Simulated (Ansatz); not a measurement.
System: GaN (model structure, started from the MgO type, Pm-3n, No. 223, 12 atoms in the cell). Method: dielectric-dependent PBEsol hybrid in Ansatz (plane waves, PAW).

The input as run:

Ansatz 0.2 input:
```yaml
crystal:
  lattice:
    - [5.5130461498, 0.0, 0.0]
    - [0.0, 5.5130461498, 0.0]
    - [0.0, 0.0, 5.5130461498]
  atoms:
    - { symbol: Ga, position: [0.25, 0.0, 0.5] }
    - { symbol: Ga, position: [0.75, 0.0, 0.5] }
    - { symbol: Ga, position: [0.5, 0.75, 0.0] }
    - { symbol: Ga, position: [0.5, 0.25, 0.0] }
    - { symbol: Ga, position: [0.0, 0.5, 0.75] }
    - { symbol: Ga, position: [0.0, 0.5, 0.25] }
    - { symbol: N, position: [0.25, 0.5, 0.0] }
    - { symbol: N, position: [0.75, 0.5, 0.0] }
    - { symbol: N, position: [0.0, 0.75, 0.5] }
    - { symbol: N, position: [0.0, 0.25, 0.5] }
    - { symbol: N, position: [0.5, 0.0, 0.75] }
    - { symbol: N, position: [0.5, 0.0, 0.25] }
  host: atoms
basis:
  ecutwfc: 460
  ecutrho_ratio: 4
  xc_grid: 2
kpoints:
  mp_grid: { grid: [4, 4, 4] }
hamiltonian:
  xc:
    exchange: pbesol
    correlation: pbesol
    exx: { coeff: inverse_dielectric }
  dispersion: none
  pseudopotentials: { kind: paw }
scf:
  occupations: { method: fermi_dirac, width: 0.01 }
  convergence: { dr2_threshold: 0.0000000012 }
output:
  forces: true
  stress: true
  eigenvalues: true
```

From the output:

```
WARN output.stress: scf.exx.energy_threshold = 1e-6 eV is looser than the 1.2e-7 eV advised for a stress under a hybrid functional (1e-8 eV for each atom of …
Crystal: 12 atoms, lattice volume = 167.562 Å³
Basis set: ecut = 460 eV, 3743 PW (Γ), exchange–correlation on 80×80×80 points (8 copies of the dense FFT grid, shifted against one another)
Bands: 66, of which v1, the nominal top of the filled ones, is band 54 counted from 1 (53 counted from 0)
Symmetry: 48 space group operations
Space group: Pm-3n (ITA 223), of the structure as read, at distance tolerance 5.5e-5 Å
k-points: 10 of 64
SCF iter   1: F=—  HF=-24735.187643 eV  |F-HF|=—  |Δ(HF+E_count)|=         —  Δρ=1.12e-2  dr2=1.72e-1
SCF iter   2: F=—  HF=-24735.154111 eV  |F-HF|=—  |Δ(HF+E_count)|=   3.35e-2  Δρ=4.09e-3  dr2=3.07e-2
  ...
Crystal: 12 atoms, lattice volume = 167.562 Å³
Initial density: handed on by an earlier stage of this run
Functional: x = 0.7998674137313656 pbesol(κ = 0.804, μ = 0.12345679012345678) + 0.20013258626863442 exact, c = pbesol(β = 0.046)
Crystal: 12 atoms, lattice volume = 167.562 Å³
SCF iter   4: F=—  HF=-24800.118174 eV  |F-HF|=—  |Δ(HF+E_count)|=   5.10e-9  Δρ=2.15e-6  dr2=5.30e-9
SCF iter   5: F=-24800.118174 eV  HF=-24800.118174 eV  |F-HF|=4.37e-11  |Δ(HF+E_count)|=   6.98e-9  Δρ=1.65e-7  dr2=3.36e-10
SCF 3 converged in 5 iterations: F = -24800.118174 eV  dr2 = 3.36e-10
Free energy (F): -24800.118174 eV
Internal energy: -24800.118174 eV  (E = F + TS)
E sigma→0 (E₀):  -24800.118174 eV
Fermi energy:    7.635481 eV
--- Stress (GPa, compression-positive) ---
       -3.118135       0.000000       0.000000
        0.000000      -3.118135       0.000000
        0.000000       0.000000      -3.118135
  P = ⅓ Tr σ = -3.1181 GPa (-31.181 kbar)
```

The PAW data were made under PBE.

Note: the relaxation could raise the start's symmetry but not lower it, so the cell can be a saddle point. Note: cell and atoms aren't relaxed at this level (pressure -3.1 GPa).

A model structure was made by putting elements into a prototype or built by hand; it is no filed structure, need not be a known phase, and can be a saddle point held by its symmetry.

Ansatz is a quantum-chemistry and plane-wave program.
